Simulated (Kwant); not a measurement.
Computed with Kwant: Hückel tight-binding model, one pz orbital an atom, one spin, coherent transport at 0 K. Conductance is in e²/h.

Device: π system c1cc2sccc2s1 between two chain leads. The π system is taken as planar. Atoms are numbered from 0 in the order of the SMILES. Site energies (eV, carbon 0): [0.0, 0.0, 0.0, -2.97, 0.0, 0.0, 0.0, -2.97]. Bonds (i, j, β in eV): (0,1,-2.7) (1,2,-2.7) (2,3,-1.89) (3,4,-1.89) (4,5,-2.7) (5,6,-2.7) (6,7,-1.89) (7,0,-1.89) (6,2,-2.7). Leads: chains of hopping −4.1 eV, joined by −0.81 eV to atoms 0 and 4.

Site energies and bond integrals are typed Hückel values.

Sweep values stay those of the base run.

One input was changed, with this effect: transmission at E = 0 0.0065 → 0.00036.

**Question.** Which change was it?
(A) contacts moved from atoms [0, 4] to [1, 5]
(B) contacts moved from atoms [0, 4] to [0, 5]
(C) contacts moved from atoms [0, 4] to [0, 1]

**Answer.** B, contacts moved from atoms [0, 4] to [0, 5]
